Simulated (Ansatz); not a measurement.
Response to strain in W

The reference is W in the bcc (W type) structure (space group Im-3m, No. 229; a = 3.1688 Å; relaxed with 0.1 eV smearing).

Strains are applied to the cell and any free atomic positions relax.

Calculations: DFT with r2SCAN, PAW potentials and a 500 eV plane-wave cutoff in Ansatz (a quantum-chemistry and plane-wave program), no spin-orbit coupling.

Notes on the quantities. energy relative to the base: free energy F.

```tsv
isotropic strain (%)	energy relative to the base (meV/atom)
-3	141.0
-2.5	?
-2	60.7
-1.5	33.6
-1	14.7
-0.5	3.6
0	0.0
```

Problem. Fit ΔE = Aε² + Bε³ (ε in %) to the rows shown and predict the withheld row.

Solution. Least squares on the printed values gives A = 14.2 and B = -0.49 meV/atom (largest residual 0.0 meV/atom); this predicts 96.4 meV/atom, and the run gives 96.4 meV/atom, in agreement.

No phonon test of stability was made. All final runs are without spin polarisation.
